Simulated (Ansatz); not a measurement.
# LaTiO3: pressure series

Consider LaTiO₃ in the cubic perovskite structure (space group Pm-3m, No. 221; a = 3.906 Å).

Cell and atoms are relaxed at each pressure.

Computed with PBEsol, PAW, 420 eV (Ansatz, an electronic-structure program; no SOC).

```
pressure (GPa)  volume per atom (Å³/atom)
--------------  -------------------------
-2                                 12.038
-1                                      ?
0                                  11.916
0.3                                11.898
0.7                                11.874
3                                  11.744
5                                  11.637
7.5                                11.510
10                                 11.390
```

Fit the third-order Birch–Murnaghan form P(V) = (3B₀/2)[(V₀/V)^(7/3) − (V₀/V)^(5/3)]·[1 + (3/4)(B₀′ − 4)((V₀/V)^(2/3) − 1)] (squares taken in P) to the rows shown and predict the withheld row.

Least squares on the printed values gives V₀ = 11.916 Å³/atom, B₀ = 200 GPa, B₀′ = 4.5; this predicts 11.976 Å³/atom, and the run gives 11.975 Å³/atom, in agreement.

Load acts through the strain it causes; cell and atoms are relaxed under it. No phonon test of stability was made. Competing high-pressure phases were not computed. No Hubbard U is applied, and correlation can decide whether such a compound is a metal. All final runs are without spin polarisation. An odd electron count without spin: LaTiO3. Many cubic perovskites are stable only at high temperature; tilts and polar distortions were not tested.
